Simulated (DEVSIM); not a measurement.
System: Al/SiO2/n-GaSb capacitor, at 300 K.

```csv
layer (left to right),material,thickness (nm),Nd (cm⁻³)
1,SiO2,14.0,-
2,GaSb,4900,1.5e16
```

Metal gate on the left, work function 4.1 eV. Fixed charge at the semiconductor interface 4.2e11 cm⁻² (in units of +e); interface traps 1.8e10 cm⁻² eV⁻¹, uniform in energy, neutral level at 0.7 of the gap above the valence band.

Constants are typed, rounded textbook-type inputs, not results; the design itself was drawn at random and stands for no fabricated device. Values at 300 K.

| parameter | SiO2 | GaSb |
|---|---|---|
| gap (eV) | 9 | 0.726 |
| affinity (eV) | 0.9 | 4.06 |
| permittivity | 3.9 | 15.7 |
| Nc (cm⁻³) | - | 2.1e17 |
| Nv (cm⁻³) | - | 1.8e19 |

DEVSIM, 1D Poisson equation in equilibrium, Boltzmann statistics, complete ionisation; no quantum confinement or tunnelling. Metal contacts follow the ideal Schottky-Mott rule: no Fermi-level pinning, no interface dipoles.

Base results: capacitance of the dielectric stack (μF/cm²) 0.247; flat-band voltage (V) -0.30; minimum of the low-frequency capacitance (μF/cm²) 0.0564; threshold voltage (band bending 2φF) (V) -1.01.

Question: What follows from this one change: SiO2 thickness 0.014 → 0.0077 μm?

Answer: capacitance of the dielectric stack 0.247 → 0.448 μF/cm²; flat-band voltage -0.30 → -0.18 V; minimum of the low-frequency capacitance 0.0564 → 0.0634 μF/cm²; threshold voltage (band bending 2φF) -1.01 → -0.78 V.

Question: What follows from this one change: interface trap density 1.8e+10 → 1e+12 cm^-2 eV^-1?

Answer: capacitance of the dielectric stack little changed (0.247 μF/cm²); flat-band voltage -0.30 → -0.20 V; minimum of the low-frequency capacitance 0.0564 → 0.119 μF/cm²; threshold voltage (band bending 2φF) -1.01 → -1.21 V.

Question: What follows from this one change: gate work function 4.1 → 4.4 eV?

Answer: capacitance of the dielectric stack little changed (0.247 μF/cm²); flat-band voltage -0.30 → 0.00 V; minimum of the low-frequency capacitance little changed (0.0564 μF/cm²); threshold voltage (band bending 2φF) -1.01 → -0.71 V.

Question: What follows from this one change: substrate doping 1.5e+16 → 3e+16 cm^-3?

Answer: capacitance of the dielectric stack little changed (0.247 μF/cm²); flat-band voltage -0.30 → -0.28 V; minimum of the low-frequency capacitance 0.0564 → 0.0700 μF/cm²; threshold voltage (band bending 2φF) -1.01 → -1.13 V.

Question: What follows from this one change: fixed charge 4.2e+11 → 9e+11 cm^-2?

Answer: capacitance of the dielectric stack little changed (0.247 μF/cm²); flat-band voltage -0.30 → -0.61 V; minimum of the low-frequency capacitance little changed (0.0564 μF/cm²); threshold voltage (band bending 2φF) -1.01 → -1.32 V.
